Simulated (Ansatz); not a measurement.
# Several settings converged on HgTe (R3m, 2 atoms in the cell)

```xyz
2
Lattice="0.0000 3.2138 3.2138 3.2138 0.0000 3.2138 3.2138 3.2138 0.0000" Properties=species:S:1:pos:R:3 pbc="T T T"
Hg     0.0289     0.0289     0.0289
Te     1.6069     1.6069     1.6069
```

Base method: PBEsol, default PAW files made with PBE (plane waves; Ansatz, a program for electronic structure).

Base settings: basis.ecutwfc = 420 eV; kpoints.mp_grid.grid = 7 7 7; hamiltonian.xc = pbesol; hamiltonian.pseudopotentials = {kind: paw} (the program's default PAW files); scf.occupations.method = fermi_dirac; scf.occupations.width = 0.01 eV.

The count of work is k-points × plane waves × bands × iterations; it is no time. 

**The cutoff for other potential files**

Level: DFT, PBEsol, plane waves, harder PAW files (source: ansatz) made with PBE.

In this ladder: hamiltonian.pseudopotentials = {kind: paw, source: ansatz}.

The second cell is the first with its lattice scaled by 0.98.

The mesh stays at the base's, so the ladder's end is converged at best in this setting alone.

The first pressure column holds Ansatz's estimate of the finite-basis (Pulay) stress, which hides part of the cutoff error; the other is without it.

Only quantities that move along the ladder and can be compared are tabulated.

| basis.ecutwfc | free energy less the last step's (meV/atom) | energy of the compressed cell less the first (meV/atom) | pressure (GPa) | pressure without the Pulay estimate (GPa) | largest difference of a force vector from the last step's (eV/Å) | count of work / last |
|---|---|---|---|---|---|---|
| 310 eV | 12688.53 | 22.39 | -0.25 | -262.72 | 0.069 | 0.13 |
| 380 eV | 2748.08 | 40.35 | 1.38 | -76.82 | 0.039 | 0.17 |
| 485 eV | 175.59 | 43.19 | 1.81 | -6.33 | 0.004 | 0.21 |
| 585 eV | 5.95 | 43.35 | 1.86 | 1.45 | 0.000 | 0.27 |
| 690 eV | 0.58 | 43.47 | 1.87 | 1.86 | 0.000 | 0.35 |
| 830 eV | 0.37 | 43.47 | 1.87 | 1.86 | 0.000 | 0.47 |
| 1035 eV | 0.14 | 43.47 | 1.87 | 1.86 | 0.000 | 0.64 |
| 1380 eV | 0.00 | 43.47 | 1.87 | 1.86 | 0.000 | 1.0 |

Coarsest basis.ecutwfc that holds the energy of the compressed cell less the first within 0.5 meV/atom of the last step, with all finer ones: 485 eV, at 0.21 of the last step's count of work; the step before is off by 3.1 meV/atom.

Coarsest basis.ecutwfc that holds the forces within 0.02 eV/Å of the last step, with all finer ones: 485 eV, at 0.21 of the last step's count of work; the step before is off by 0.039 eV/Å.

Coarsest basis.ecutwfc that holds the pressure within 1 GPa of the last step, with all finer ones: 380 eV, at 0.17 of the last step's count of work; the step before is off by 2.1 GPa.

The energy difference between the two cells stays within 1 meV/atom of the last step's from 485 eV on, the total only from 690 eV on: much of the error is common to both cells and cancels.

At the lowest cutoff the pressure without the Pulay estimate lies 265 GPa under the last step's, the usual sign of Pulay stress in an incomplete plane-wave basis.

**The relaxed cell against the cutoff**

On HgTe (F-43m, 2 atoms in the cell): atoms on their sites.

In this ladder: relax = cell and atoms.

The mesh stays at the base's, so the ladder's end is converged at best in this setting alone.

Only quantities that move along the ladder and can be compared are tabulated.

```csv
basis.ecutwfc,relaxed volume (Å³/atom),relaxation steps
210 eV,33.057,14
250 eV,35.213,26
295 eV,34.573,13
355 eV,34.495,7
420 eV,34.503,5
505 eV,34.493,5
630 eV,34.493,5
840 eV,34.493,5
```

Coarsest basis.ecutwfc that holds the relaxed volume within 0.172 Å³/atom of the last step, with all finer ones: 295 eV; the step before is off by 0.72 Å³/atom.

At the lowest cutoff the cell relaxes to a volume 4.2 % smaller than at the highest. Ansatz relaxes on a stress corrected for the finite basis.

On the base run: the starting cell has typed, rounded lattice constants, without a prior relaxation at this level. Its lattice was rescaled by up to half a per cent. One atom was moved a little off its site on purpose. The run gives no clean gap (levels at the Fermi energy touch, overlap or are partly filled at this smearing), which alone does not show that the compound is a metal.

Keys are those of Ansatz 0.2.
